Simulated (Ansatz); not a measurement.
Worked example: self-consistent single point of TcPt (R-3m, 2 atoms in the cell) in Ansatz (an electronic-structure program).

Computed with r2SCAN, default PAW files made with PBE (plane waves; Ansatz).

```
CELL_PARAMETERS angstrom
      1.35108     0.78004     4.31678
     -1.35108     0.78004     4.31678
      0.00000    -1.56009     4.31678
ATOMIC_POSITIONS crystal
  Tc 0.00000 0.00000 0.00000
  Pt 0.50000 0.50000 0.50000
```

Reference input (self-consistent single point, DFT, r2SCAN, plane waves, default PAW files made with PBE): kpoints.mp_grid.grid = 14 14 14; hamiltonian.xc = r2scan; hamiltonian.pseudopotentials = {kind: paw} (the program's default PAW files); scf.occupations.method = gaussian; scf.occupations.width = 0.05 eV. This run's input differs from it in these lines:

Ansatz 0.2 input:
```diff
@@ -10,3 +10,3 @@
 kpoints:
-  mp_grid: { grid: [14, 14, 14] }
+  mp_grid: { grid: [17, 17, 17] }
 hamiltonian:
@@ -15,3 +15,3 @@
 scf:
-  occupations: { method: gaussian, width: 0.05 }
+  occupations: { method: gaussian, width: 0.03 }
 output:
```

Output, abridged:

```
SCF iter   1: F=—  HF=-17953.981016 eV  |F-HF|=—  |Δ(HF+E_count)|=         —  Δρ=3.28e-1  dr2=7.51e1  dr2_τ=4.85e0  ethr=3.10e-3  ⟨swp⟩=4.8  Hψ=42172  notcnv=0
all-band conjugate gradients solve this SCF's bands
preconditioner: auto → none
SCF iter   2: F=—  HF=-17946.433366 eV  |F-HF|=—  |Δ(HF+E_count)|=    7.55e0  Δρ=1.25e-1  dr2=5.44e0  dr2_τ=8.05e0  ethr=3.10e-3  ⟨swp⟩=3.0  Hψ=25215  notcnv=0  defer=228
   [... lines left out ...]
SCF iter   7: F=—  HF=-17946.322166 eV  |F-HF|=—  |Δ(HF+E_count)|=   1.00e-5  Δρ=1.34e-4  dr2=6.54e-6  dr2_τ=3.23e-7  ethr=3.53e-7  ⟨swp⟩=1.4  Hψ=10445  notcnv=0  defer=226
SCF iter   8: F=—  HF=-17946.322168 eV  |F-HF|=—  |Δ(HF+E_count)|=   1.77e-6  Δρ=3.12e-5  dr2=3.90e-7  dr2_τ=3.19e-8  ethr=1.98e-8  ⟨swp⟩=2.2  Hψ=13375  notcnv=0  defer=226
SCF iter   9: F=-17946.322168 eV  HF=-17946.322168 eV  |F-HF|=2.99e-9  |Δ(HF+E_count)|=   5.30e-8  Δρ=4.95e-6  dr2=2.05e-9  dr2_τ=3.03e-10  ethr=3.03e-10  ⟨swp⟩=7.0  Hψ=41556  notcnv=0
SCF 1 converged in 9 iterations: F = -17946.322168 eV  dr2 = 2.05e-9
Free energy (F): -17946.322168 eV
Internal energy: -17946.321578 eV  (E = F + TS)
E sigma→0 (E₀):  -17946.321873 eV
Entropy (-TS):   -0.000590 eV (-0.295 meV/atom)
Fermi energy:    25.308175 eV
--- Forces (eV/Å), atoms counted from 1 ---
  atom   1  Tc    -0.00000000     0.00000000     0.00000000
  atom   2  Pt     0.00000000     0.00000000    -0.00000000
--- Stress (GPa, compression-positive) ---
       18.356771       0.000000       0.000000
        0.000000      18.356771      -0.000001
        0.000000      -0.000001      39.363470
  P = ⅓ Tr σ = 25.3590 GPa (253.590 kbar)
  The stress holds the Pulay correction. Without it, at fixed plane waves, as pw.x and ABINIT print it: P = 25.2759 GPa
```

The run converged in 9 iterations. Against the reference run the free energy goes up by 1.0 meV/atom and the pressure moves little (25.35 to 25.36 GPa).

The starting cell was generated: these elements placed on a structure prototype, without a prior relaxation; it need not be a known phase or ordering of this composition. Its lattice was rescaled by a random factor within 2.5 % of one. Spin polarisation is off. With a pressure of about 25 GPa the cell is away from its equilibrium volume at this level. Ansatz's pressure includes its estimate of the finite-basis (Pulay) stress.
